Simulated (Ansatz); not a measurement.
The starting structures come from a database of crystals and need not be the phases stable at ambient conditions.

The decay constant κ of evanescent states in the gap governs leakage through a thin film.

Given:

```
CELL_PARAMETERS angstrom
      5.92697     0.00000     0.00000
      0.67695     7.96300     0.00000
     -2.62501     3.98150     2.80956
ATOMIC_POSITIONS crystal
  Zr 0.29157 0.13435 0.53556
  Zr 0.25601 0.66991 0.46444
  Zr 0.70129 0.37270 0.47794
  Zr 0.72335 0.85064 0.52206
  N  0.78767 0.94770 0.09300
  N  0.19467 0.04070 0.90700
  N  0.50891 0.74437 0.80112
  N  0.20779 0.54549 0.19888
  O  0.81885 0.44259 0.80896
  O  0.50989 0.25155 0.19104
```

Space group of this cell: Cc. The cell is taken as given; by PBEsol its mean pressure is -9.0 GPa.

Transport runs along the normal of the first two printed cell vectors.

The gap is the functional's own. No spin-orbit coupling. Mid-gap values are interpolated on the energy grid.

### Question
State the band gap and the smallest decay constant κ at mid-gap according to PBEsol run with Ansatz (an electronic-structure program).

### Answer
Gap 1.96 eV on a 10×10×10 mesh; κ = 0.291 1/Å, at (0.333, 0.500) of the in-plane reciprocal vectors. At the zone centre, at the nearest computed energy, the slowest state has κ = 0.35 1/Å.
